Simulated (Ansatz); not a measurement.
Results of LDA (Ansatz, a first-principles code, PAW) for Ag (P6₃/mmc, No. 194, 4 atoms in the cell; start mp-8566; another form than the element's usual one).

Run with plane-wave cutoff 520 eV, 24×24×6 k mesh (along the axes of the cell as run), Fermi–Dirac smearing 0.05 eV, no spin polarisation, scalar-relativistic PAW data made under PBE.

Cell (relaxed at this level):

Ag has the hexagonal space group P6₃/mmc (No. 194), Pearson symbol hP4. Lattice parameters: a = b = 2.8265 Å, c = 9.2647 Å, α = β = 90.00°, γ = 120.00°. Ag1 on 2a sees 12 Ag at 2.827–2.833 Å (cuboctahedral). Ag2 on 2c is surrounded by 12 Ag at 2.827–2.833 Å (anticuboctahedral). (Neighbours: up to the widest gap in distance over summed covalent radii, below 1.35, at either atom.)

Problem. Give the computed bulk modulus B0.

Solution. 
- bulk modulus B0 = 139 GPa

The run finds no gap.

Note: the bulk modulus is −V dP/dV from two relaxed cells at ±2 % in volume; the relaxation could not lower the start's symmetry, so the cell can be a saddle point above a distorted one.

The result took around 2.2 core-minutes (rough).

A start named mp-… is a Materials Project structure, which need not be a measured phase.
